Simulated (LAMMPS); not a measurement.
System: InP (zinc blende), 216 atoms, at 810 K and 2 GPa, heated as the crystal.

Model: MD with a machine-learned potential, pair style snap, file InP_JCPA2020.snap; code LAMMPS.

```csv
frequency (THz),"vibrational (phonon) density of states (1/THz), total","vibrational (phonon) density of states (1/THz), In","vibrational (phonon) density of states (1/THz), P"
0.09050,0.0005,0.0004,0.0001
0.4535,0.0020,0.0016,0.0004
0.8155,0.0377,0.0303,0.0073
1.179,0.1812,0.1476,0.0336
1.540,0.2387,0.1968,0.0419
1.903,0.2087,0.1738,0.0349
2.265,0.1602,0.1345,0.0258
2.628,0.0786,0.0676,0.0111
2.990,0.0463,0.0402,0.0061
3.353,0.0329,0.0290,0.0039
3.716,0.0653,0.0598,0.0055
4.079,0.1434,0.1339,0.0095
4.441,0.0873,0.0816,0.0057
4.803,0.0247,0.0216,0.0031
5.165,0.0086,0.0056,0.0030
5.528,0.0075,0.0035,0.0039
5.890,0.0080,0.0030,0.0050
6.254,0.0094,0.0028,0.0066
6.616,0.0125,0.0031,0.0095
6.979,0.0180,0.0039,0.0141
7.341,0.0263,0.0049,0.0215
7.704,0.0592,0.0089,0.0503
8.066,0.1994,0.0280,0.1714
8.428,0.4034,0.0588,0.3446
8.790,0.3742,0.0509,0.3233
9.154,0.1638,0.0196,0.1442
9.515,0.0431,0.0057,0.0374
9.878,0.0238,0.0035,0.0203
10.24,0.0172,0.0027,0.0145
10.60,0.0126,0.0020,0.0106
10.97,0.0090,0.0014,0.0075
11.33,0.0064,0.0010,0.0054
11.69,0.0048,0.0008,0.0041
12.05,0.0050,0.0008,0.0041
12.42,0.0060,0.0010,0.0050
12.78,0.0054,0.0009,0.0045
13.14,0.0034,0.0006,0.0029
13.50,0.0018,0.0003,0.0015
13.87,0.0011,0.0002,0.0009
14.23,0.0009,0.0001,0.0008
14.59,0.0009,0.0001,0.0007
14.95,0.0009,0.0001,0.0008
15.32,0.0010,0.0002,0.0008
15.68,0.0013,0.0002,0.0010
16.04,0.0017,0.0003,0.0014
16.40,0.0023,0.0004,0.0019
16.77,0.0029,0.0005,0.0024
17.13,0.0027,0.0005,0.0023
17.49,0.0020,0.0003,0.0017
17.85,0.0012,0.0002,0.0010
```

The data show:
- state found: crystal; no diffusion seen in 15 ps
- mean frequency of the vibrational (phonon) density of states: 5.7 THz

Caution: a run this short can hold a crystal over, or a liquid under, the potential's own melting point, which these runs don't give.
